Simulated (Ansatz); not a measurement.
Worked example: relaxation of cell and atoms of VRu3 (Pm-3n, 8 atoms in the cell) in Ansatz (an electronic-structure program).

Method of the run: PBE-D3BJ (plane waves, PAW; Ansatz).

```
VRu3
1.0
    4.71413     0.00000     0.00000
    0.00000     4.71413     0.00000
    0.00000     0.00000     4.71413
Ru V
6 2
Direct
  0.25000   0.00000   0.50000
  0.75000   0.00000   0.50000
  0.00000   0.50000   0.25000
  0.00000   0.50000   0.75000
  0.50000   0.25000   0.00000
  0.50000   0.75000   0.00000
  0.00000   0.00000   0.00000
  0.50000   0.50000   0.50000
```
Moments meant for the start (each program seeds them in its own way; μB, in the order of the atoms Ru Ru Ru Ru Ru Ru V V): 0.0 0.0 0.0 0.0 0.0 0.0 2.0 2.0.

Reference input (self-consistent single point, DFT, PBE, plane waves, default PAW files): basis.ecutwfc = 420 eV; kpoints.mp_grid.grid = 5 5 5; hamiltonian.xc = pbe; hamiltonian.pseudopotentials = {kind: paw} (the program's default PAW files); magnetization.spin_polarized = true; scf.occupations.method = fermi_dirac; scf.occupations.width = 0.1 eV. This run's input differs from it in these lines:

```diff
@@ -21,2 +21,3 @@
   xc: pbe
+  dispersion: d3bj
   pseudopotentials:
@@ -29,2 +30,4 @@
     width: 0.1
+relax:
+  cell: {}
 output:
```

The program printed (abridged):

```
   [... SCF lines of the steps left out ...]
relax step   1: F+E_penalty+E_count = -41100.57648761 eV  Δ(F+E_penalty+E_count) = +0.000e0 eV  max|allowed force component| = 1.729e-17 eV/Å  Δτ_max = 0.0000 Å  P = +14.114 GPa  Ω = 104.762 Å³  (15 SCF iters, dr2 threshold 1.00e-7 eV, accepted)
relax step   2: F+E_penalty+E_count = -41100.69288949 eV  Δ(F+E_penalty+E_count) = -1.164e-1 eV  max|allowed force component| = 3.408e-17 eV/Å  Δτ_max = 0.0000 Å  P = -7.857 GPa  Ω = 112.946 Å³  energy of the carried Pulay correction = -4.496e-3 eV  [...]
   [... lines left out ...]
relax step   4: F+E_penalty+E_count = -41100.77867528 eV  Δ(F+E_penalty+E_count) = -6.900e-4 eV  max|allowed force component| = 5.309e-17 eV/Å  Δτ_max = 0.0000 Å  P = -0.006 GPa  Ω = 109.617 Å³  energy of the carried Pulay correction = -2.708e-3 eV  [...]
relax step   5: F+E_penalty+E_count = -41100.78103563 eV  Δ(F+E_penalty+E_count) = -2.360e-3 eV  max|allowed force component| = 4.846e-17 eV/Å  Δτ_max = 0.0000 Å  P = -0.018 GPa  Ω = 109.617 Å³  stress off target by 1.81e-2 GPa  SCF on the basis [...]
basis re-selected at this cell: Δ(F+E_penalty+E_count) = -2.360e-3 eV, ΔP = -0.012 GPa vs the last step
the relaxation is at rest under the 48 symmetry operations that the run kept from its start: a minimum is not shown …
the relaxation's final electronic state is not compared with the one that a single-point calculation of its input finds at the relaxed geometry …
Magnetization: -0.0000 μB (61.0000 up, 61.0000 down)
   [... lines left out ...]
Absolute magnetization: 0.0000 μB (∫|ρ↑−ρ↓|, with the PAW one-centre terms)
Free energy (F): -41100.781036 eV
Fermi energy:    21.616696 eV
  cell:  # Å, volume = 109.6166 Å³
   [... lines left out ...]
    - { symbol: Ru, position: [8.830506501964716e-36, 0.5, 0.25] }
    - { symbol: Ru, position: [8.8305065019647e-36, 0.5, 0.75] }
    - { symbol: Ru, position: [0.5, 0.25, 2.3991315857747533e-35] }
    - { symbol: Ru, position: [0.5, 0.75, 4.4418511621328565e-35] }
    - { symbol: V, position: [-2.1810287143406835e-35, -1.2471428064578257e-34, -6.223911209216097e-36] }
    - { symbol: V, position: [0.5, 0.5, 0.5] }
```

The run converged.  The full log also holds: “iter 10 did not close the SCF: its close was put off for a magnetic moment that had not settled (scf_convergence_deferred on its scf_iter line)”. The full log also holds: “iter 9 did not close the SCF: its close was put off for a magnetic moment that had not settled (scf_convergence_deferred on its scf_iter line)”.

Summary of the result:
```
Quantity                                                                                                               Result
-----------------------------------------------  ----------------------------------------------------------------------------
Free energy E − TS (on the zero of these files)                                                                -41100.7810 eV
Fermi level (on the code's own zero)                                                                                 21.62 eV
Pressure                                                                                                            -0.02 GPa
Size of the cell's spin moment                                                                                        0.00 μB
Dispersion energy                                                                                                   -5.007 eV
Final cell                                       a = 4.7858 Å, b = 4.7858 Å, c = 4.7858 Å, α = 90.00°, β = 90.00°, γ = 90.00°
Final volume per atom                                                                                                13.70 Å³
Relaxation steps                                                                                                            5
```

The starting cell was generated: these elements placed on a structure prototype, without a prior relaxation; it need not be a known phase or ordering of this composition. The starting moments vanished: the run ended non-magnetic, which need not be the lowest state. The program warned that a starting moment was not kept. The relaxation keeps the symmetry of its start, so its end need not be a minimum. Ansatz's pressure includes its estimate of the finite-basis (Pulay) stress.

Cost on one core of a shared machine: roughly 70 s.

Keys are those of Ansatz 0.2.
